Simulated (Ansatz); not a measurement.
# Cl on the 1x1 (111) surface of fcc Cu, one in a 2x2 cell, started at the site 'bridge Cu-Cu (span 2.6 Å)'

Method: PBE (plane waves to 420 eV, PAW; Ansatz, a quantum-chemistry and plane-wave program).

Model: 17-atom slab, 6.2 Å thick at the start under the adsorbate (thin: gaps and levels are the slab's own), 6x6x1 mesh, Fermi-Dirac 0.1 eV, dipole correction, 8 atoms held, the rest relaxed; start symmetry kept, larger cells not searched; no spin, no spin-orbit, no U, no dispersion correction. At the end it is bonded to 2 Cu. In PBE this state lies 0.07 eV over the lowest of the starts that converged ('hollow Cu-Cu-Cu over Cu at depth 4.1 Å').

The adsorption energy against ½ Cl2(g) comes out as -1.67 eV and the work function of the top face comes out as 5.49 eV. The change of the work function is 0.71 eV and the change of the step from the bottom to the top vacuum level, against the clean slab is 0.68 eV. The energy released by relaxation is 0.053 eV and the height of the binding atom over the mean of the host atoms within 0.3 Å of the top one is 1.956 Å. The nearest host atoms of the binding atom comes out as Cu at 2.32 Å, Cu at 2.32 Å, Cu at 2.97 Å and the largest move of a host atom is 0.05 Å. The cost is very roughly 4 core-minutes.

A negative adsorption energy means that the adsorbate is more stable on the surface than in its reference.
